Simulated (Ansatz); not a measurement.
Take AgCl in the rock salt structure (space group Fm-3m, No. 225; a = 5.611 Å) as the base.

All numbers come from Kohn–Sham DFT with the PBE functional, run in Ansatz (an electronic-structure program) with PAW and 420 eV plane waves, spin-orbit coupling left out.

Base values:

The volume per atom is 22.09 Å³. The electron mass is 0.27 mₑ (at Γ).

The change: hydrostatic tension (pressure −2 GPa).

What does the calculation give for the volume per atom after the change?

The volume per atom rises by 1.25 Å³, from 22.09 Å³ to 23.34 Å³.

What happens to the mean gap deformation potential ΔEg/Δln V?

The mean gap deformation potential ΔEg/Δln V comes out as +0.5 eV.

How does this affect the electron mass?

The electron mass stays 0.27 mₑ (at Γ).

Load acts through the strain it causes; cell and atoms are relaxed under it. Masses are band curvatures over ±0.01 Å⁻¹ around the edge. Whether these cells are dynamically stable was not tested.
